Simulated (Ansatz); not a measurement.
# BeSe, pressure series

Consider BeSe in the zinc blende structure (space group F-43m, No. 216).

```
BeSe
1.0
    0.00000     2.58889     2.58889
    2.58889     0.00000     2.58889
    2.58889     2.58889     0.00000
Se Be
1 1
Direct
  0.75000   0.75000   0.75000
  0.00000   0.00000   0.00000
```

Cell and atoms are relaxed at each pressure.

All numbers come from PBE (Ansatz, a quantum-chemistry and plane-wave program; PAW; 420 eV plane waves; no spin-orbit coupling).

| P (GPa) | V (Å³/atom) |
|---|---|
| -1.99 | 17.844 |
| -0.99 | 17.589 |
| 0.90 | 17.149 |
| 2.10 | 16.897 |
| 4.51 | 16.439 |
| 9.02 | 15.716 |
| 15.01 | 14.941 |
| 22.50 | 14.171 |
| 30.00 | 13.546 |

A third-order Birch–Murnaghan fit to these points gives V₀ = 17.35 Å³/atom, B₀ = 75 GPa and B₀′ = 3.9. At pressure 30 GPa the volume is 78.1 % of V₀.

Between the base and pressure 9 GPa the gap moves from 2.67 eV to 2.45 eV, a mean slope of -25 meV/GPa.

Load acts through the strain it causes; cell and atoms are relaxed under it. No phonon test of stability was made. Competing high-pressure phases were not computed.
